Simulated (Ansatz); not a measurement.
GaAs (F-43m) under uniaxial stress along [110] (compression positive): electron conductivity mass by r2SCAN with spin-orbit coupling, rigid bands (plane waves, PAW; Ansatz, a quantum-chemistry and plane-wave program). The unloaded cell, whose axes the loads refer to:

```xyz
2
Lattice="0.0000 2.8332 2.8332 2.8332 0.0000 2.8332 2.8332 2.8332 0.0000" Properties=species:S:1:pos:R:3 pbc="T T T"
Ga     0.0000     0.0000     0.0000
As     1.4166     1.4166     1.4166
```

| uniaxial stress along [110] (compression positive) (GPa) | volume per atom (Å³) | electron conductivity mass (mₑ) |
|---|---|---|
| -1 | 22.85 | 0.0558 |
| 0 | 22.74 | 0.0576 |
| 1 | 22.64 | 0.0593 |
| 2 | 22.54 | ? |

Problem. Fit a straight line to ln(electron conductivity mass) against the load over the rows given, and predict the row at 2 GPa.

Solution. The means are x̄ = 0.000 GPa and ȳ = -2.8551; Σ(x − x̄)(y − ȳ) = 0.06084 and Σ(x − x̄)² = 2.000, so the slope is 3.04 % per GPa, and the rows given lie within 0.089 % of the line. At 2 GPa the line gives 0.0612 mₑ; the calculation gives 0.0608 mₑ, 0.59 % from it.

Masses are for dilute carriers at 300 K, harmonic means over directions unless an axis is named. Stresses and pressures are the targets of the relaxation. The structure type is held at every load. Geometry: cell and atoms relaxed with r2SCAN.
